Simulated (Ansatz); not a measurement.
H2O on the (0001) surface of wurtzite GaN (2x2 with 3 H on 4 top atoms; a constructed slab, bottom: 3 H on 4 bottom sites), one in a cell of 36 Å², started at the site 'top H #2'

Host crystal: wurtzite GaN, with a band gap (PBE, scalar-relativistic without spin-orbit coupling).

All values below come from r2SCAN, at the PBE geometry (plane waves to 500 eV, PAW; Ansatz, an electronic-structure program).

Model: 49-atom slab, 13.8 Å thick at the start with caps and adatoms under the adsorbate (thin: gaps and levels are the slab's own), 4x4x1 mesh, Fermi-Dirac 0.01 eV, dipole correction, single point; no symmetry held, on the structure that PBE left; no spin, no spin-orbit, no U, no dispersion correction. At the end it is bonded to Ga. In PBE it is, or lies within 0.03 eV of, the lowest of the starts that converged; the order may differ at this level.

* **adsorption energy against H2O(g) at the same level**: -1.21 eV
* **gap of the slab on its k-mesh**: 2.41 eV
* **highest filled level below the top vacuum level**: 5.91 eV
* **change of the step from the bottom to the top vacuum level, against the clean slab**: -1.20 eV
* **height of the binding atom over the mean of the host atoms within 0.3 Å of the top one**: 0.240 Å
* **nearest host atoms of the binding atom**: Ga at 2.11 Å, H at 2.77 Å, H at 2.89 Å
* **caution**: the clean host was not checked against rearrangement in a larger or rattled cell
* **note**: in the relaxation the adsorbate left its starting site by 2.9 Å

A negative adsorption energy means that the adsorbate is more stable on the surface than in its reference.
